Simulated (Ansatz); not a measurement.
Functionals compared on the (332) surface of bcc K in its 1x1 cell, outermost plane spacing 1.13 Å in the ideal cut, in Ansatz (plane waves, PAW). The structure was relaxed with PBE; the other rows are single points on it, each with its references at the same level. Cutoff 420 eV (500 eV for r2SCAN).

Slab: 10 atoms, 10.1 Å thick at the start (thin: gaps and levels are the slab's own); k 5x5x1, smearing 0.1 eV, dipole-corrected; all atoms relaxed; symmetry of the start imposed; no spin, no spin-orbit, no U. These notes are the PBE run's.

| functional | surface energy (J/m²) | work function of the top face (eV) | rough cost of the single point |
|---|---|---|---|
| PBE | 0.13 | 2.29 | – |
| LDA | 0.15 | 2.42 | around 120 core-seconds (rough) |
| PBEsol | 0.14 | 2.29 | around 80 core-seconds (rough) |
| RPBE | [?] | [?] | very roughly 90 core-seconds |
| r2SCAN | 0.14 | 2.26 | around 2.7 core-minutes (rough) |

### Question
What belongs in the gaps?

### Answer

- RPBE, surface energy (J/m²): 0.11
- RPBE, work function of the top face (eV): 2.22

Ansatz is an electronic-structure program.
